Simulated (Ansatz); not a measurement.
## Ba under a change: pressure −1 GPa

Start from Ba in the bcc (W type) structure (space group Im-3m, No. 229; a = 4.8805 Å).

Modification: a negative pressure, −1 GPa.

Level of theory: PBEsol (Ansatz, a first-principles code), spin-orbit coupling left out. k-mesh 14×14×14 (Γ-centred); smearing 0.05 eV (Fermi–Dirac).

| quantity | base | changed | shift |
|---|---|---|---|
| volume per atom | 58.13 Å³ | 66.15 Å³ | +8.028 Å³ |
| density | 3.92 g/cm³ | 3.45 g/cm³ | -0.476 g/cm³ |
| lattice parameter a | 4.881 Å | 5.096 Å | +0.215 Å |
| shortest interatomic distance | 4.227 Å | 4.413 Å | +0.186 Å |
| enthalpy H = E + PV relative to the base's energy | – | -0.39 eV/atom | – |
| band gap | zero | zero | – |

Load acts through the strain it causes; cell and atoms are relaxed under it. No phonon test of stability was made. The base started in Cmcm and relaxed to Im-3m at this level.
